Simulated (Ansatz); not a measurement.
Band structure of InCuSeS (I2_12_12_1, 8 atoms in the cell).

```xyz
8
Lattice="-2.9197 2.9327 5.8749 2.9197 -2.9327 5.8749 2.9197 2.9327 -5.8749" Properties=species:S:1:pos:R:3 pbc="T T T"
In     0.0000     1.4664     1.5299
In     2.9197     1.4664    -1.5299
Cu     0.0000     1.4664     7.4673
Cu     2.9197     1.4664     4.2824
Se     1.4598     3.1312     0.0000
Se     1.4598     2.7343     5.8749
S      1.6298     0.0000     2.9374
S      1.2899     0.0000     8.8123
```

Level of theory: LDA (PW92), PAW files made with PBE (plane waves; Ansatz, a program for electronic structure).

Settings: basis.ecutwfc = 30.9 Ry; kpoints.mp_grid.grid = 3 3 3; hamiltonian.xc = lda; hamiltonian.pseudopotentials = {kind: paw} (the program's default PAW files); scf.occupations.method = gaussian; scf.occupations.width = 0.01 Ry; kpoints.band_path.npoints = 8.

The starting cell comes from a database of computed structures (which also holds hypothetical and non-ambient phases and stackings), without a prior relaxation at this level. Its lattice was rescaled by a random factor within 2.5 % of one. Spin polarisation is off. The run gives no clean gap (levels at the Fermi energy touch, overlap or are partly filled at this smearing), which alone does not show that the compound is a metal.

Levels in eV from the Fermi level, bands 51 to 58:
```csv
point,51,52,53,54,55,56,57,58
Γ,-1.37,-0.55,-0.07,-0.04,-0.03,1.69,1.94,3.68
X,-1.28,-0.91,-0.71,-0.44,1.53,1.71,2.34,3.24
L,-0.82,-0.72,-0.62,-0.49,0.88,0.95,3.21,3.47
T,-0.80,-0.71,-0.51,-0.36,0.64,0.76,2.88,3.17
W,-0.76,-0.76,-0.58,-0.58,0.94,0.94,2.86,2.86
R,-1.21,-1.08,-0.86,-0.42,1.54,1.87,3.01,3.66
X1,-1.28,-0.91,-0.71,-0.44,1.53,1.71,2.34,3.24
Z,-1.06,-0.93,-0.87,-0.60,1.36,1.38,1.76,2.18
Y,-1.18,-0.87,-0.65,-0.60,1.55,1.74,2.30,3.23
S,-1.08,-1.04,-0.80,-0.52,1.58,1.90,2.91,3.63
```

No band crosses the Fermi level by more than 0.03 eV along this path.

Keys are those of Ansatz 0.2.
